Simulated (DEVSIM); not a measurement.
System: illuminated Si n-on-p cell, one wavelength, at 300 K.

```csv
layer (left to right),material,thickness (μm),Nd (cm⁻³),Na (cm⁻³),τn (s),τp (s),absorption coefficient (cm⁻¹)
1,Si,0.200,3.1e18,-,7.6e-5,3.2e-6,44000
2,Si,29.0,-,2.2e15,0.00011,0.00011,44000
```

Left contact: ohmic, minority hole recombination velocity 7e6 cm/s. Right contact: ohmic, minority electron recombination velocity 10000 cm/s. Voltage is applied to the left contact. Recombination: SRH at mid-gap, radiative, Auger. Light enters at the left, 2.3e16 photons cm⁻² s⁻¹, one pass, no reflection. Mobility is constant in doping.

The device is made up for the run: typed textbook-type constants, with dimensions and the other settings drawn at random. Values at 300 K.

```
parameter           Si
-------------  -------
gap (eV)         1.124
affinity (eV)     4.05
permittivity      11.7
Nc (cm⁻³)      2.86e19
Nv (cm⁻³)       3.1e19
μn (cm²/Vs)       1417
μp (cm²/Vs)        470
B (cm³/s)      4.7e-15
Cn (cm⁶/s)     2.8e-31
Cp (cm⁶/s)     9.9e-32
```

Simulated with DEVSIM: 1D drift-diffusion, Boltzmann statistics, complete ionisation; no tunnelling, impact ionisation, image-force lowering or self-heating.

The photon flux was swept, all else fixed.

```json
[
 {"photon flux (cm^-2 s^-1)": "6.9e14", "short-circuit current (mA/cm²)": "0.0765", "open-circuit voltage (V)": "0.368", "largest power (mW/cm²)": "0.0213", "fill factor": "0.76"},
 {"photon flux (cm^-2 s^-1)": "2.3e15", "short-circuit current (mA/cm²)": "0.255", "open-circuit voltage (V)": "0.399", "largest power (mW/cm²)": "0.0785", "fill factor": "0.77"},
 {"photon flux (cm^-2 s^-1)": "6.9e15", "short-circuit current (mA/cm²)": "0.765", "open-circuit voltage (V)": "0.427", "largest power (mW/cm²)": "0.255", "fill factor": "0.78"},
 {"photon flux (cm^-2 s^-1)": "2.3e16", "short-circuit current (mA/cm²)": "2.55", "open-circuit voltage (V)": "0.458", "largest power (mW/cm²)": "0.922", "fill factor": "0.79"},
 {"photon flux (cm^-2 s^-1)": "6.9e16", "short-circuit current (mA/cm²)": "7.65", "open-circuit voltage (V)": "0.487", "largest power (mW/cm²)": "2.98", "fill factor": "0.80"},
 {"photon flux (cm^-2 s^-1)": "2.3e17", "short-circuit current (mA/cm²)": "25.5", "open-circuit voltage (V)": "0.518", "largest power (mW/cm²)": "10.7", "fill factor": "0.81"},
 {"photon flux (cm^-2 s^-1)": "6.9e17", "short-circuit current (mA/cm²)": "?", "open-circuit voltage (V)": "?", "largest power (mW/cm²)": "34.0", "fill factor": "0.81"}
]
```

Problem. Fill in the missing entries.

Solution. 
- 6.9e17, short-circuit current (mA/cm²): 76.5
- 6.9e17, open-circuit voltage (V): 0.546
